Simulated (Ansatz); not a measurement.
## ZrO2: pressure series

Start from ZrO₂ (space group P4_2/nmc, No. 137).

```cif
data_O4Zr2
_chemical_formula_sum 'Zr2 O4'
_space_group_name_H-M_alt 'P42/nmc :1'
_space_group_IT_number 137
_space_group_name_Hall 'P 4n 2n -1n'
_cell_length_a 3.58446
_cell_length_b 3.58446
_cell_length_c 5.17872
_cell_angle_alpha 90.000
_cell_angle_beta 90.000
_cell_angle_gamma 90.000
loop_
_space_group_symop_operation_xyz
  'x, y, z'
  '-y+1/2, x+1/2, z+1/2'
  '-x, -y, z'
  'y+1/2, -x+1/2, z+1/2'
  'x+1/2, -y+1/2, -z+1/2'
  '-y, -x, -z'
  '-x+1/2, y+1/2, -z+1/2'
  'y, x, -z'
  '-x+1/2, -y+1/2, -z+1/2'
  'y, -x, -z'
  'x+1/2, y+1/2, -z+1/2'
  '-y, x, -z'
  '-x, y, z'
  'y+1/2, x+1/2, z+1/2'
  'x, -y, z'
  '-y+1/2, -x+1/2, z+1/2'
loop_
_atom_site_label
_atom_site_type_symbol
_atom_site_symmetry_multiplicity
_atom_site_Wyckoff_symbol
_atom_site_fract_x
_atom_site_fract_y
_atom_site_fract_z
_atom_site_occupancy
Zr1 Zr 2 a 0.00000 0.00000 0.00000 1
O1 O 4 d 0.00000 0.50000 0.20116 1
```

Cell and atoms are relaxed at each pressure.

Levels (all Ansatz, a first-principles code, PAW, earlier PAW set): PBEsol (420 eV, no spin-orbit coupling); r2SCAN (500 eV, no SOC); HSE06 (420 eV, without spin-orbit coupling); PBEsol+SOC (420 eV, spin-orbit coupling included).

Band gaps by level, all at the geometries relaxed with PBEsol:

| case | PBEsol | r2SCAN | HSE06 | PBEsol+SOC |
|---|---|---|---|---|
| base | 4.00 eV | 4.62 eV | 5.73 eV | 4.00 eV |
| pressure −2 GPa | 4.00 eV | 4.61 eV | 5.72 eV | 4.00 eV |
| pressure 2.1 GPa | 4.01 eV | 4.63 eV | 5.74 eV | 4.01 eV |
| pressure 4.5 GPa | 4.01 eV | 4.62 eV | 5.73 eV | 4.01 eV |
| pressure 9 GPa | 3.98 eV | 4.60 eV | 5.71 eV | 3.98 eV |
| pressure 15 GPa | 3.95 eV | 4.58 eV | 5.69 eV | 3.95 eV |
| pressure 22.5 GPa | 3.86 eV | 4.49 eV | 5.61 eV | 3.86 eV |
| pressure 30 GPa | 3.75 eV | 4.38 eV | 5.50 eV | 3.75 eV |

Single points use the geometry relaxed with PBEsol. HSE06 gaps are upper bounds (no full band path). Differences between runs with and without spin-orbit coupling are approximate. Load acts through the strain it causes; cell and atoms are relaxed under it. Stability against distortions was not tested. No other phases were tried under pressure. This is not the structure that ZrO2 has at room temperature and ambient pressure.
